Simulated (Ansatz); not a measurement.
Take ZnCu₂SnS₄ (space group I-4, No. 82; a = 5.414 Å, c = 10.822 Å) as the base.

All numbers come from r2SCAN in Ansatz (plane waves to 500 eV, PAW, no SOC).

One change was made to it. Results:

The band gap increases by 0.012 eV (0.47 eV → 0.49 eV); the shortest interatomic distance decreases by 0.003 Å, from 2.299 Å to 2.296 Å; the hole mass goes from 0.12 mₑ along c, 0.81 mₑ across (at Γ) to 0.12 mₑ along c, 0.80 mₑ across (at Γ).

Q: Which of these changes matches the shifts?
(A) pressure 0.3 GPa
(B) pressure 1.5 GPa
(C) pressure 3 GPa
(D) pressure 5 GPa

A: A, pressure 0.3 GPa. For comparison, the band gap in the other runs: pressure 5 GPa gives 0.65 eV; pressure 1.5 GPa gives 0.53 eV; pressure 3 GPa gives 0.58 eV.

Load acts through the strain it causes; cell and atoms are relaxed under it. Masses are band curvatures over ±0.01 Å⁻¹ around the edge. No phonon test of stability was made. Competing high-pressure phases were not computed. All final runs are without spin polarisation.

Ansatz is a quantum-chemistry and plane-wave program.
